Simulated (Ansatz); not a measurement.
PBE against r2SCAN: SrTiO3, electrons 3.0×10^21 cm⁻³

Take SrTiO3 in the cubic perovskite structure (space group Pm-3m, No. 221; a = 3.936 Å) as the base.

(Cell as relaxed with PBE.)

Levels (all Ansatz, an electronic-structure program, PAW, earlier PAW set): PBE (420 eV, no spin-orbit coupling); r2SCAN (500 eV, scalar-relativistic without spin-orbit coupling).

Each level relaxes its own structure.

```tsv
base	PBE	r2SCAN
volume per atom	12.20 Å³	11.93 Å³
lattice parameter a	393.6 pm	390.8 pm
band gap	1.85 eV	2.27 eV
```

Modification: electrons 3.0×10^21 cm⁻³, on a uniform background at fixed cell.

```csv
quantity,PBE,r2SCAN
gap character,"indirect, R → Γ",(withheld)
gap between the host's bands,2.09 eV,(withheld)
shift of the gap caused by the change,+0.24 eV,(withheld)
Fermi level relative to the doped band's edge (positive inside the band; to 0.05 eV),+0.30 eV,(withheld)
```

Question: Predict the r2SCAN column.

Answer: 
- gap character, r2SCAN: indirect, R → Γ
- gap between the host's bands, r2SCAN: 2.52 eV
- shift of the gap caused by the change, r2SCAN: +0.25 eV
- Fermi level relative to the doped band's edge (positive inside the band; to 0.05 eV), r2SCAN: +0.25 eV

PBE's gap between the host's bands lies 0.43 eV below r2SCAN's; PBE's Fermi level from band edge lies 0.05 eV above r2SCAN's; the two agree on the gap character. Neither level is exact; r2SCAN is the comparison here, not a measurement.

Carriers are added with a uniform compensating background; total energy and stress of such cells depend on the potential's zero and are not compared; many-body gap narrowing is missing at this level. Stability against distortions was not tested. The final runs are not spin-polarised. Many cubic perovskites are stable only at high temperature; tilts and polar distortions were not tested.
